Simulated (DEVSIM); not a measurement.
Structure: Schottky contact on n-type Si, at 300 K.

| layer (left to right) | material | thickness (μm) | Nd (cm⁻³) | τn (s) | τp (s) |
|---|---|---|---|---|---|
| 1 | Si | 2.90 | 1.1e17 | 6.7e-6 | 6.7e-6 |

Left contact: Schottky, work function 4.84 eV, emission velocity 4.5e6 cm/s. Right contact: ohmic. Voltage is applied to the left contact. Recombination: SRH at mid-gap, radiative. Gap narrowing is on: ΔEg = 6.92 meV × (l + √(l² + 0.5)), l = ln(N/1.3e17 cm⁻³), shared equally by both band edges. Mobility is constant in doping.

The device is made up for the run: typed textbook-type constants, with dimensions and the other settings drawn at random. Values at 300 K; Nc and Nv go as T^1.5, mobilities as T to minus their exponent, the gap by Varshni's rule with the affinity fixed.

| parameter | Si |
|---|---|
| gap (eV) | 1.124 |
| affinity (eV) | 4.05 |
| permittivity | 11.7 |
| Nc (cm⁻³) | 2.86e19 |
| Nv (cm⁻³) | 3.1e19 |
| μn (cm²/Vs) | 1417 |
| μp (cm²/Vs) | 470 |
| T exponent of μn | 2.3 |
| T exponent of μp | 2.2 |
| B (cm³/s) | 4.7e-15 |
| Varshni α (eV/K) | 0.000473 |
| Varshni β (K) | 636 |

DEVSIM, 1D drift-diffusion, Boltzmann statistics, complete ionisation; no tunnelling, impact ionisation, image-force lowering or self-heating. Metal contacts follow the ideal Schottky-Mott rule: no Fermi-level pinning, no interface dipoles.

The temperature was swept, all else fixed.

```csv
temperature (K),largest field in the device at zero bias (V/cm),potential step across the device at zero bias (V),dark forward voltage at 100 A/cm² (V)
250,150000,0.674,0.532
300,140000,0.644,0.475
350,140000,0.613,0.416
400,140000,0.582,0.357
450,130000,0.549,0.297
500,130000,0.515,0.237
```

From the first row to the last the largest field in the device at zero bias goes from 150000 to 130000. From the first row to the last the potential step across the device at zero bias goes from 0.674 to 0.515.
